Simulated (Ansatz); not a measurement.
ZrSi2 under a change: Si on a Zr site (antisite), symmetric start

Take a 12-atom supercell of ZrSi2 (space group Cmcm, No. 63; a = 3.689 Å, b = 14.858 Å, c = 3.667 Å) at its relaxed geometry as the base.

Modification: a neutral Si on a Zr site (antisite), symmetric start, atoms relaxed at fixed cell.

Level of theory: r2SCAN (Ansatz, a program for electronic structure, PAW, without spin-orbit coupling). k-mesh 5×7×7 (Γ-centred); smearing 0.05 eV (Fermi–Dirac).

| quantity | base | changed | shift |
|---|---|---|---|
| energy gained by relaxation | – | 0.47 eV | – |
| largest displacement of a host atom from its site in the perfect cell | – | 0.08 Å | – |
| shift of the substituted atom off its lattice site | – | 0.54 Å | – |

Final structure:

```xyz
12
Lattice="1.8443 -7.4292 0.0000 3.6887 0.0000 -3.6668 3.6887 0.0000 3.6668" Properties=species:S:1:pos:R:3 pbc="T T T"
Si     5.5930    -6.6338    -0.9167
Si     5.4659    -6.6459     2.7501
Si     3.6811    -0.7044     0.9118
Si     3.6811    -0.7044    -2.7452
Si     3.7200    -3.7043     2.7501
Si     3.6625    -3.6494    -0.9167
Si     5.5291    -3.7032    -2.7883
Si     5.5291    -3.7032     0.9549
Si     5.5747    -2.0451    -0.9167
Zr     1.8331    -1.4935    -0.9167
Zr     3.6860    -5.7939     0.8514
Zr     7.3746    -5.7939     0.9820
```

Cost of the whole job for the changed cell (relaxation, final SCF and bands): roughly 9 core-minutes.

In so small a cell the defect repeats every few ångströms: this is an ordered compound, not a dilute defect. The defect started on the symmetric site and kept its symmetry, so it may sit on a saddle. The final runs are not spin-polarised. The defect cell is not spin-polarised.
